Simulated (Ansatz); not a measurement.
# What strain tensor (xx, yy, zz, yz, xz, xy) = (−3.84, +1.95, +0.70, +0.65, −1.06, −0.62) % does to TiSi2

The parent structure is TiSi₂ (space group Cmcm, No. 63; a = 3.515 Å, b = 13.348 Å, c = 3.557 Å). Axes: x, y, z lie along a, b, c of the conventional cell.

The change: strain tensor (xx, yy, zz, yz, xz, xy) = (−3.84, +1.95, +0.70, +0.65, −1.06, −0.62) %; the atoms relax in the strained cell.

All numbers come from PBEsol in Ansatz (plane waves to 420 eV, PAW, without spin-orbit coupling). k-mesh 14×14×13 (Γ-centred); smearing 0.05 eV (Fermi–Dirac).

The volume per atom falls by 0.18 Å³ (13.91 Å³ → 13.73 Å³) and the space group changes from Cmcm (No. 63) to P-1 (No. 2). The shortest interatomic distance shrinks by 0.0167 Å (2.394 Å → 2.378 Å) and the energy rises by 22 meV/atom. The pressure (mean of the normal stresses, compression positive) goes from zero to 3.1 GPa and the band gap is still zero. The largest internal atomic displacement comes out as 0.027 Å and the stress (xx, yy, zz, yz, xz, xy; compression positive) is (9.6, -1.6, 1.3, -1.6, 3.5, 1.6) GPa (rough).

Final structure:

```xyz
6
Lattice="1.7313 -6.8150 -0.0619 1.6486 6.7932 0.0248 -0.0375 0.0231 3.5820" Properties=species:S:1:pos:R:3 pbc="T T T"
Si     1.6951    -6.0073     2.6270
Si     1.6472     6.0087     0.9179
Si     1.6406     3.3860     2.6893
Si     1.7018    -3.3847     0.8556
Ti     1.6719    -1.4083     2.6583
Ti     1.6705     1.4097     0.8866
```

Cost of the whole job for the changed cell (relaxation, final SCF and bands): very roughly 18 core-minutes.

Without a gap, meshes like the base's 14×14×13 leave anisotropic stresses uncertain by several tenths of a GPa, and small strain energies with them. Whether these cells are dynamically stable was not tested. The final runs are not spin-polarised.

Ansatz is an electronic-structure program.
